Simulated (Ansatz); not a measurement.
The starting structures come from a database of crystals and need not be the phases stable at ambient conditions.

 Where the default PAW files enter, the runs use the earlier of Ansatz's two default sets.

Evanescent states of KIO3 (R3c, not sure to be the ambient phase, 10 atoms a cell, 17.5 Å³ an atom) along the normal of (001)

The numbers are results of PBEsol (plane waves, PAW; Ansatz, a program for electronic structure), not measurements.

The gap is the functional's own. No spin-orbit coupling. Mid-gap values are interpolated on the energy grid.

Energies count from the valence-band top; κ is the least over a 6×6 mesh across the current.

```json
[
 {"E (eV)": "0.07", "κ (1/Å)": "0.130", "where": "Γ"},
 {"E (eV)": "0.21", "κ (1/Å)": "0.215", "where": "Γ"},
 {"E (eV)": "0.35", "κ (1/Å)": "0.268", "where": "Γ"},
 {"E (eV)": "0.49", "κ (1/Å)": "0.307", "where": "Γ"},
 {"E (eV)": "0.63", "κ (1/Å)": "0.338", "where": "Γ"},
 {"E (eV)": "0.77", "κ (1/Å)": "…", "where": "Γ"},
 {"E (eV)": "0.91", "κ (1/Å)": "…", "where": "Γ"},
 {"E (eV)": "1.05", "κ (1/Å)": "…", "where": "Γ"},
 {"E (eV)": "1.19", "κ (1/Å)": "…", "where": "Γ"},
 {"E (eV)": "1.33", "κ (1/Å)": "…", "where": "Γ"},
 {"E (eV)": "1.47", "κ (1/Å)": "…", "where": "Γ"},
 {"E (eV)": "1.61", "κ (1/Å)": "…", "where": "Γ"},
 {"E (eV)": "1.75", "κ (1/Å)": "…", "where": "Γ"},
 {"E (eV)": "1.89", "κ (1/Å)": "…", "where": "Γ"},
 {"E (eV)": "2.03", "κ (1/Å)": "…", "where": "Γ"},
 {"E (eV)": "2.17", "κ (1/Å)": "0.295", "where": "Γ"},
 {"E (eV)": "2.31", "κ (1/Å)": "0.267", "where": "Γ"},
 {"E (eV)": "2.45", "κ (1/Å)": "0.234", "where": "Γ"},
 {"E (eV)": "2.59", "κ (1/Å)": "0.193", "where": "Γ"},
 {"E (eV)": "2.73", "κ (1/Å)": "0.137", "where": "Γ"}
]
```

Fill in the missing entries.


- 0.77, κ (1/Å): 0.363
- 0.91, κ (1/Å): 0.384
- 1.05, κ (1/Å): 0.402
- 1.19, κ (1/Å): 0.417
- 1.33, κ (1/Å): 0.407
- 1.47, κ (1/Å): 0.393
- 1.61, κ (1/Å): 0.378
- 1.75, κ (1/Å): 0.361
- 1.89, κ (1/Å): 0.342
- 2.03, κ (1/Å): 0.320
